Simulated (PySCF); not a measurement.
PySCF 2.14.0, CCSD (frozen core)/cc-pvdz: Si(H)(Br)(OH)(OEt) (CCO[SiH](O)Br), 13 atoms. The geometry is a generated start, not checked to be a minimum at this level.

```json
{
  "task": "ccsd",
  "basis": "cc-pvdz",
  "two_electron_scheme": "exact four-centre integrals",
  "frozen_core": "true",
  "mf.init_guess": "minao (default)",
  "mf.DIIS": "CDIIS (default)",
  "mf.diis_space": "8 (default)",
  "mf.conv_tol": "1e-09 (default)",
  "basis functions (reference run)": "136"
}
```

On 4 threads, 1 BLAS thread. Build: conda-forge: OpenMP (GNU), OpenBLAS with its own threads, libcint, Libxc. Single runs; times are not shown.

Values of mol.max_memory tried: 8000 MB, 4000 MB, 2000 MB, 1000 MB, 500 MB, 300 MB, 200 MB.

Task: Which of these memory settings still run, and by which path?

Result: It runs down to 200 MB, the lowest tried, with the same result. At 8000 MB: SCF integrals in memory, transformation in memory. From 2000 MB down: SCF integrals in memory, transformation through a file. From 300 MB down: direct SCF, transformation through a file.

```json
[
 {"mol.max_memory": "8000 MB", "path": "SCF integrals in memory, transformation in memory", "peak memory": "1.5 GiB"},
 {"mol.max_memory": "4000 MB", "path": "SCF integrals in memory, transformation in memory", "peak memory": "1.5 GiB"},
 {"mol.max_memory": "2000 MB", "path": "SCF integrals in memory, transformation through a file", "peak memory": "1.7 GiB"},
 {"mol.max_memory": "1000 MB", "path": "SCF integrals in memory, transformation through a file", "peak memory": "1.7 GiB"},
 {"mol.max_memory": "500 MB", "path": "SCF integrals in memory, transformation through a file", "peak memory": "1.7 GiB"},
 {"mol.max_memory": "300 MB", "path": "direct SCF, transformation through a file", "peak memory": "1.4 GiB"},
 {"mol.max_memory": "200 MB", "path": "direct SCF, transformation through a file", "peak memory": "1.4 GiB"}
]
```

Peak memory is the kernel's count for the largest process, libraries included and scratch files not. The peak passes the setting at 1000 MB, 500 MB, 300 MB, 200 MB: it is no hard cap.
